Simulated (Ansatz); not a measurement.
ScPd3N (model structure, started from the Ni3MgC type, Pm-3m, No. 221, 5 atoms in the cell), treated with PBEsol in Ansatz (PAW).

Run with plane-wave cutoff 520 eV, 14×14×14 k mesh, Fermi–Dirac smearing 0.05 eV, scalar-relativistic PAW data made under PBE.

Cell (relaxed at this level):

Space group Pm-3m (No. 221); a = 4.144 Å, b = 4.144 Å, c = 4.144 Å, α = 90.00°, β = 90.00°, γ = 90.00°

| atom | site | symmetry | x | y | z |
|---|---|---|---|---|---|
| Sc | 1a | m-3m | 0.0000 | 0.0000 | 0.0000 |
| Pd | 3c | 4/mm.m | 0.0000 | 0.5000 | 0.5000 |
| N | 1b | m-3m | 0.5000 | 0.5000 | 0.5000 |

Q: Predict the bulk modulus.

A: 
bulk modulus: 183 GPa

The run finds no gap.

Note: the bulk modulus is −V dP/dV from two relaxed cells at ±2 % in volume; the relaxation could raise the start's symmetry but not lower it, so the cell can be a saddle point.

Computed values are for the static lattice.

Computing time: roughly 2.5 core-minutes.

A model structure was made by putting elements into a prototype or built by hand; it is no filed structure, need not be a known phase, and can be a saddle point held by its symmetry.

Ansatz is an electronic-structure program.
